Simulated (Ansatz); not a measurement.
Cells marked so need not be the phases stable at ambient conditions, and some may be hypothetical.

The gap is the functional's own, uncorrected, and κ follows it; spin-orbit coupling is left out. Mid-gap values are interpolated between the computed energies.

A. K₂Ga₃ (I4/mmm, not sure to be the ambient phase, 10 atoms a cell, 27.3 Å³ an atom), along the normal of (110)
B. KS (P-62m, not sure to be the ambient phase, 12 atoms a cell, 30.6 Å³ an atom), along the normal of (001)
C. CdCl2 (R-3m, not sure to be the ambient phase, 3 atoms a cell, 25.2 Å³ an atom), along the normal of (100)
D. Cd(GaSe2)2 (I-4, not sure to be the ambient phase, 7 atoms a cell, 26.1 Å³ an atom), along the normal of (100)

Task: Order them by mid-gap decay constant of the slowest evanescent state (lowest first) at the level PBEsol (Ansatz, a program for electronic structure).

Result: A (0.05 1/Å), D (0.10 1/Å), B (0.19 1/Å), C (0.30 1/Å)
